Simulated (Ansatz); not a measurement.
The starting structures come from a database of crystals and need not be the phases stable at ambient conditions.

By LDA, the system below comes out a metal.

The ballistic (Sharvin) conductance counts the channels at the Fermi level: G/A = (e²/h) × channels of both spins per area.

Input:

```
Au
1.0
    2.87048     0.00000     0.00000
   -0.95683     2.70631     0.00000
    0.95683     1.35316     2.34373
Au
1
Direct
  0.00000   0.00000   0.00000
```

Space group of this cell: Im-3m, bcc (W type). The cell is taken as given; by LDA its mean pressure is -13.5 GPa.

The current flows along the normal of the first two printed cell vectors, the (110) plane of the conventional cell. No spin-orbit coupling; the value is a mean over 0.1 eV about the Fermi level.

Predict the ballistic conductance per area from Ansatz (a program for electronic structure) with LDA.

0.84 × 10¹⁵ S/m² for both spins.
